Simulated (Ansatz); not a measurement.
SnO2 (model structure, started from the polar ZrO2 type, Pbcn, No. 60, 12 atoms in the cell) was calculated with r²SCAN+rVV10 (plane waves, PAW; Ansatz, a first-principles code).

Numerical settings: plane-wave cutoff 560 eV, 6×8×8 k mesh (along the axes of the cell as run), Fermi–Dirac smearing 0.01 eV, scalar-relativistic PAW data made under PBE.

Cell (relaxed at this level):

```yaml
crystal:
  lattice:
    - [5.72709, 0.00000, 0.00000]
    - [0.00000, 4.72050, 0.00000]
    - [0.00000, 0.00000, 5.22663]
  atoms:
    - { symbol: Sn, position: [0.08417, 0.25000, 0.28533] }
    - { symbol: Sn, position: [0.91583, 0.75000, 0.78533] }
    - { symbol: Sn, position: [0.58417, 0.75000, 0.28533] }
    - { symbol: Sn, position: [0.41583, 0.25000, 0.78533] }
    - { symbol: O, position: [0.35668, 0.01946, 0.11381] }
    - { symbol: O, position: [0.64332, 0.98054, 0.61381] }
    - { symbol: O, position: [0.85668, 0.98054, 0.11381] }
    - { symbol: O, position: [0.14332, 0.01946, 0.61381] }
    - { symbol: O, position: [0.14332, 0.48054, 0.95685] }
    - { symbol: O, position: [0.85668, 0.51946, 0.45685] }
    - { symbol: O, position: [0.64332, 0.51946, 0.95685] }
    - { symbol: O, position: [0.35668, 0.48054, 0.45685] }
```

Question: Give the computed band gap and smallest direct gap on the k points sampled.

Answer: 
* **band gap**: 2.13 eV
* **smallest direct gap on the k points sampled**: 2.14 eV

Note: the relaxation could raise the start's symmetry but not lower it, so the cell can be a saddle point.

Spin–orbit coupling is not included.

Static lattice: no zero-point or thermal effects.

A model structure was made by putting elements into a prototype or built by hand; it is no filed structure, need not be a known phase, and can be a saddle point held by its symmetry.
